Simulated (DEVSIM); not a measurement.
Device: abrupt GaP n-p junction, at 300 K.

Layer 1 from the left is GaP, thickness (μm) 29.0, Nd (cm⁻³) 3.6e16, τn (s) 5.9e-7, τp (s) 5.9e-7. Layer 2 from the left is GaP, thickness (μm) 45.0, Na (cm⁻³) 2.2e15, τn (s) 5.9e-7, τp (s) 5.9e-7.

Left contact: ohmic. Right contact: ohmic. Voltage is applied to the left contact. Recombination: SRH at mid-gap. Mobility is μmin + (μ − μmin)/(1 + (N/Nref)^α).

Constants are typed, rounded textbook-type inputs, not results; the design itself was drawn at random and stands for no fabricated device. Values at 300 K.

GaP: gap (eV) 2.26, affinity (eV) 3.8, permittivity 11.1, Nc (cm⁻³) 1.8e19, Nv (cm⁻³) 1.9e19, μn (cm²/Vs) 250, μp (cm²/Vs) 150, μn,min 10, μp,min 10, Nref,n 4.4e18, Nref,p 1e18, αn 0.8, αp 0.85.

DEVSIM, 1D drift-diffusion, Boltzmann statistics, complete ionisation; no tunnelling, impact ionisation, image-force lowering or self-heating.

Dark forward current:

```tsv
|V| (V)	|J| (A/cm²)
0.70	8.338e-13
0.75	2.248e-12
0.80	6.070e-12
0.85	1.641e-11
0.90	4.445e-11
0.95	1.206e-10
1.00	3.280e-10
1.05	8.943e-10
1.10	2.446e-9
1.15	6.721e-9
1.20	1.859e-8
1.25	5.200e-8
1.30	1.487e-7
1.35	4.444e-7
1.40	1.446e-6
1.45	5.428e-6
1.50	2.458e-5
1.55	0.0001326
1.60	0.0008064
1.65	0.005187
1.70	0.03253
1.75	0.1643
1.80	0.5598
1.85	1.404
1.90	2.924
1.95	5.332
```

Task: Work out the local ideality factor n = ΔV / (kT/q · ln(J2/J1)) between the rows 0.70 and 0.75 V, 1.60 and 1.65 V, 1.90 and 1.95 V.

Result: kT/q = 25.85 mV. From 0.70 to 0.75 V: ln(2.248e-12/8.338e-13) = 0.992, n = 1.95, near the 2 of recombination in the depletion region. From 1.60 to 1.65 V: ln(0.005187/0.0008064) = 1.861, n = 1.04, near the 1 of diffusion or emission over a barrier. From 1.90 to 1.95 V: ln(5.332/2.924) = 0.601, n = 3.22.

Task: Estimate the current at 1.65 V from the Shockley equation with J0 = Σ q ni² D/(N L) coth(W/L), τ joining the SRH, radiative and Auger lifetimes that are on, and W taken as the whole layer.

Result: ni² = 3.67 cm⁻⁶; holes in the n layer: μ = 142 cm²/Vs, D = 3.67 cm²/s, τ = 5.90e-7 s, L = 14.7 μm, W/L = 2.0, term 4.24e-32 A/cm²; electrons in the p layer: μ = 249 cm²/Vs, D = 6.45 cm²/s, τ = 5.90e-7 s, L = 19.5 μm, W/L = 2.3, term 9.01e-31 A/cm². J0 = 9.44e-31 A/cm², and J = J0 exp(qV/kT) = 0.00496 A/cm². The simulation gives 0.00519 A/cm²; the estimate lies 4.3 % below. The estimate leaves out recombination in the depletion region and that region's share of W.
